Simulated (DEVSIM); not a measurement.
Device: abrupt Ge p-n junction, at 250 K.

```tsv
layer (left to right)	material	thickness (μm)	Nd (cm⁻³)	Na (cm⁻³)	τn (s)	τp (s)
1	Ge	16.0	-	2.2e17	9.5e-6	9.5e-6
2	Ge	2.30	1.4e16	-	9.5e-6	9.5e-6
```

Left contact: ohmic. Right contact: ohmic. Voltage is applied to the left contact. Recombination: SRH at mid-gap, Auger. Mobility is constant in doping.

This is a model device: material constants are rounded textbook-type values typed into the input, and sizes, dopings and lifetimes were drawn at random. Values at 300 K; Nc and Nv go as T^1.5, mobilities as T to minus their exponent, the gap by Varshni's rule with the affinity fixed.

```tsv
parameter	Ge
gap (eV)	0.664
affinity (eV)	4
permittivity	16
Nc (cm⁻³)	1.04e19
Nv (cm⁻³)	6e18
μn (cm²/Vs)	3900
μp (cm²/Vs)	1900
T exponent of μn	1.66
T exponent of μp	2.33
Cn (cm⁶/s)	1e-31
Cp (cm⁶/s)	1e-31
Varshni α (eV/K)	0.000477
Varshni β (K)	235
```

Simulated with DEVSIM: 1D drift-diffusion, Boltzmann statistics, complete ionisation; no tunnelling, impact ionisation, image-force lowering or self-heating.

The temperature was swept, all else fixed.

```csv
temperature (K),largest field in the device at zero bias (V/cm),potential step across the device at zero bias (V)
250,38000,0.481
300,36000,0.408
350,34000,0.331
400,32000,0.253
450,30000,0.177
500,27000,0.119
```

From the first row to the last the largest field in the device at zero bias goes from 38000 to 27000. From the first row to the last the potential step across the device at zero bias goes from 0.481 to 0.119.
